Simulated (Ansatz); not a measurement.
The starting structures come from a database of crystals and need not be the phases stable at ambient conditions.

Tunnelling through a barrier is set by its complex band structure: the current falls as exp(−2κd) with the smallest κ.

Consider the following.

```yaml
crystal:
  lattice:
    - [6.89145, 0.00000, 0.00000]
    - [0.92211, 6.83797, 0.00000]
    - [-3.04996, -0.51803, 3.38349]
  atoms:
    - { symbol: Rb, position: [0.25000, 0.76158, 0.48093] }
    - { symbol: Rb, position: [0.75000, 0.23842, 0.51907] }
    - { symbol: H, position: [0.25000, 0.39446, 0.77106] }
    - { symbol: H, position: [0.75000, 0.60554, 0.22894] }
    - { symbol: S, position: [0.25000, 0.25989, 0.51511] }
    - { symbol: S, position: [0.75000, 0.74011, 0.48489] }
```

Space group of this cell: P2_1/m. The cell is taken as given.

Transport runs along the normal of the first two printed cell vectors.

The gap is the functional's own, uncorrected, and κ follows it; spin-orbit coupling is left out. Mid-gap values are interpolated between the computed energies.

Question: State the band gap and the smallest decay constant κ at mid-gap according to PBEsol in Ansatz (a first-principles code).

Answer: Gap 3.00 eV on a 10×6×10 mesh; κ = 0.281 1/Å, at the zone centre.
